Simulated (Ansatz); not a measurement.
**TiS2 under a change: pressure −2 GPa**

Take TiS₂ in the CdI2 type structure (space group P-3m1, No. 164; a = 3.361 Å, c = 5.522 Å; layered, stacked along the Cartesian z axis) as the base.

Modification: hydrostatic tension (pressure −2 GPa).

Computed with PBE-D3(BJ), PAW, 420 eV (Ansatz, a program for electronic structure; no SOC). k-mesh 16×16×9 (Γ-centred); smearing 0.05 eV (Fermi–Dirac).

- Density: 3.19 g/cm³ (base 3.44 g/cm³)
- Lattice parameter a: 3.395 Å (base 3.361 Å)
- c/a ratio: 1.722 (base 1.643)
- Shortest interatomic distance: 2.422 Å (base 2.409 Å)
- Enthalpy H = E + PV relative to the base's energy: -0.23 eV/atom
- Band gap: zero (base zero)

Final structure:

```xyz
3
Lattice="3.3949 0.0000 0.0000 -1.6974 2.9401 0.0000 0.0000 0.0000 5.8460" Properties=species:S:1:pos:R:3 pbc="T T T"
Ti     0.0000     0.0000     0.0000
S      0.0000     1.9600     1.4234
S      1.6974     0.9800     4.4226
```

Load acts through the strain it causes; cell and atoms are relaxed under it. Stability against distortions was not tested. The final runs are not spin-polarised. The zero or small gap of TiS2 can change with the level of theory.
